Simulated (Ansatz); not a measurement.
Functionals compared on H on the 1x1 (111) surface of fcc Al, one in a 2x2 cell, started at the site 'hollow Al-Al-Al over Al at depth 4.6 Å', in Ansatz (plane waves, PAW). The structure was relaxed with PBE; the other rows are single points on it, each with its references at the same level. Cutoff 420 eV (500 eV for r2SCAN).

Model: 17-atom slab, 7.0 Å thick at the start under the adsorbate (thin: gaps and levels are the slab's own), 6x6x1 mesh, Fermi-Dirac 0.1 eV, dipole correction, 8 atoms held, the rest relaxed; held to the start's symmetry, so lower structures may exist; no spin, no spin-orbit, no U, no dispersion correction. At the end it is bonded to 3 Al. In PBE this state lies 0.03 eV over the lowest of the starts that converged ('top Al'). These notes are the PBE run's. Adsorption energies are against ½ H2(g). A negative adsorption energy means that the adsorbate is more stable on the surface than in its reference.

```tsv
functional	adsorption energy (eV)	work function of the top face (eV)	change of the work function (eV)	rough cost of the single point
PBE	0.24	3.95	-0.08	–
RPBE	0.36	3.87	-0.09	about 17 core-seconds (a rough figure)
r2SCAN	0.23	3.97	-0.11	about 40 core-seconds (a rough figure)
```

Ansatz is an electronic-structure program.
